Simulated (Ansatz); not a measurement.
**OH on the 1x1 (10-10) surface of wurtzite AlN (cut with top plane Al + N), one in a 2x1 cell, started at the site 'top Al #2'**

Host crystal: wurtzite AlN, with a band gap (PBE, scalar-relativistic without spin-orbit coupling).

These are r2SCAN, at the PBE geometry and the start's symmetry (plane waves to 500 eV, PAW; Ansatz, a quantum-chemistry and plane-wave program) values and carry that method's errors.

Model: 34-atom slab, 8.9 Å thick at the start under the adsorbate (thin: gaps and levels are the slab's own), 3x4x1 mesh, Fermi-Dirac 0.01 eV, dipole correction, single point; no symmetry held, on the structure that PBE left; spin-polarised, ending with about 1.0 μB a cell; orders that need a larger cell were not tried, no spin-orbit, no U, no dispersion correction. The program's check for a lower electronic state was not made. At the end it is bonded to Al. In PBE it is, or lies within 0.03 eV of, the lowest of the starts that converged; the order may differ at this level.

```json
{
  "adsorption energy against H2O(g) − ½ H2(g) at the same level": "-0.56 eV",
  "change_of_the_step_from_the_bottom_to_the_top_vacuum_level_against_the_clean_slab": "0.85 eV",
  "height of the binding atom over the mean of the host atoms within 0.3 Å of the top one": "3.433 bohr",
  "magnetic_moment_of_the_cell": "1.00 μB",
  "nearest_host_atoms_of_the_binding_atom": "Al at 1.72 Å, N at 2.98 Å, N at 3.07 Å",
  "note": "in the relaxation the adsorbate left its starting site by 2.7 Å",
  "cost": "very roughly 5 core-minutes"
}
```

A negative adsorption energy means that the adsorbate is more stable on the surface than in its reference.
